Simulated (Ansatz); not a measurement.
The parent structure is W in the bcc (W type) structure (space group Im-3m, No. 229; relaxed with 0.1 eV smearing).

```yaml
crystal:
  lattice:
    - [-1.58442, 1.58442, 1.58442]
    - [1.58442, -1.58442, 1.58442]
    - [1.58442, 1.58442, -1.58442]
  atoms:
    - { symbol: W, position: [0.00000, 0.00000, 0.00000] }
```

Cartesian axes are those of the cell as printed.

Level of theory: r2SCAN/PAW in Ansatz (a program for electronic structure), scalar-relativistic without spin-orbit coupling.

Before the change:

* **Shortest interatomic distance**: 2.744 Å

Perturbation: the cell is stretched by 2.00 % along z with no lateral relaxation; the atoms relax in the strained cell.

**Question.** How does this affect the energy relative to the base?

**Answer.** The energy increases by 10 meV/atom.

**Question.** What does the calculation give for the stress after the change?

**Answer.** The stress (xx, yy, zz, yz, xz, xy; compression positive) is (-3.9, -3.9, -10.3, 0.0, 0.0, 0.0) GPa.

**Question.** Predict the new shortest interatomic distance.

**Answer.** The shortest interatomic distance goes up by 0.0184 Å (2.744 Å → 2.763 Å).

No phonon test of stability was made. All final runs are without spin polarisation.
